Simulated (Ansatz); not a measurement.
TiO2, pressure series

Consider TiO₂ in the anatase structure (space group I4_1/amd, No. 141; a = 3.7779 Å, c = 9.5838 Å).

Cell and atoms are relaxed at each pressure.

Calculations: Ansatz (a program for electronic structure) r2SCAN, no spin-orbit coupling.

Candidates:
(a) pressure 45 GPa
(b) pressure 4.2 GPa
(c) pressure −1 GPa

Base values:

Band gap: 2.53 eV

Problem. Order them by band gap, highest first.

Solution. (c) pressure −1 GPa (2.53 eV), (b) pressure 4.2 GPa (2.51 eV), (a) pressure 45 GPa (2.11 eV)

Load acts through the strain it causes; cell and atoms are relaxed under it. Stability against distortions was not tested. Competing high-pressure phases were not computed. The final runs are not spin-polarised.
